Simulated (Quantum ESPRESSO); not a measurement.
**Pressure against volume in fcc Sr (space group 225) (Quantum ESPRESSO, PBEsol)**

```yaml
crystal:
  lattice:
    - [0.00000, 2.88098, 2.88098]
    - [2.88098, 0.00000, 2.88098]
    - [2.88098, 2.88098, 0.00000]
  atoms:
    - { symbol: Sr, position: [0.00000, 0.00000, 0.00000] }
```

Computed with PBEsol, GBRV 1.5 ultrasoft (PBESOL) pseudopotentials (plane waves; Quantum ESPRESSO 7.5). Settings: ecutwfc = 52 Ry; ecutrho = 260 Ry; occupations = smearing; smearing = fd; degauss = 0.0036749 Ry; potentials = {Sr: sr_pbesol_v1.uspp.F.UPF}; K_POINTS = automatic 26 26 26 0 0 0; conv_thr = 1e-10 Ry; mixing_beta = 0.7. The cell above is the first row's. The rows scale it uniformly. In all rows the k mesh is held.

| V (Å^3/atom) | P (GPa) |
|---|---|
| 47.8246 | ? |
| 48.8643 | 0.85 |
| 49.9040 | 0.54 |
| 50.9436 | 0.26 |
| 51.9833 | 0.00 |
| 53.0230 | -0.24 |
| 54.0627 | -0.45 |
| 55.1023 | -0.65 |
| 56.1420 | -0.83 |

The 8 complete rows are fitted with a cubic, P against V. With u = V - 52.5, the rows have u = -3.6357, -2.5960, -1.5564, -0.5167, 0.5230, 1.5627, 2.6023, 3.6420. Least squares gives P = -0.121 - 0.2273·u + 0.00991·u² - 0.000270·u³. Residuals (row less fit): 0.001, -0.001, 0.002, 0.001, -0.003, 0.003, 0.000, 0.000; standard error 0.002 (degrees of freedom: 4). The fitted pressure is zero at V0 = 51.98, where dP/dV = -0.2378, so B0 = -V0·dP/dV = 12.4 GPa.

Task: Predict the withheld P at V = 47.8246 from the fit, and compare with the calculation.

Result: u = -4.6754, so P = -0.121 - 0.2273 × (-4.6754) + 0.00991 × (-4.6754)² - 0.000270 × (-4.6754)³ = 1.186 GPa. The calculation gives 1.20 GPa, 0.014 GPa above the prediction (0.7 % of the range of P in the table). The row lies outside the fitted rows, so this is an extrapolation. From the scatter of the fitted rows alone, a prediction at this place has a standard error of 0.006 GPa, so the miss is 2.2 times that.

Carrying the step between the two nearest rows on in a straight line would have given 1.16, off by 0.04; series whose last step already gives the withheld value aren't shown. The reference cell has the volume at which an earlier scan in this program and functional put its minimum by a fit. Cutoffs and mesh are single choices, not tested for convergence of this quantity. Series with a scatter that would blur these digits, or in which a gap closes, are not shown.
